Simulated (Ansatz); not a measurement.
**Pressure series in Ni2Si**

Start from Ni₂Si (space group Pnma, No. 62; a = 4.9156 Å, b = 3.6982 Å, c = 7.0080 Å; non-magnetic).

Cell and atoms are relaxed at each pressure.

Method: Ansatz (a quantum-chemistry and plane-wave program), PBEsol, PAW, cutoff 420 eV, scalar-relativistic without spin-orbit coupling.

Notes on the quantities. enthalpy: H = E + PV relative to the base's energy.

| variant | volume per atom | enthalpy |
|---|---|---|
| base | 10.62 Å³ | – |
| pressure 1.8 GPa | 10.53 Å³ | +0.12 eV/atom |
| pressure 4.2 GPa | 10.42 Å³ | +0.28 eV/atom |
| pressure 9 GPa | 10.22 Å³ | +0.58 eV/atom |
| pressure 18 GPa | 9.90 Å³ | +1.15 eV/atom |
| pressure 30 GPa | 9.54 Å³ | +1.88 eV/atom |

Load acts through the strain it causes; cell and atoms are relaxed under it. Stability against distortions was not tested. Competing high-pressure phases were not computed. Starting moments died away, wholly or in part, for the base; another magnetic solution may exist. All final runs are without spin polarisation.
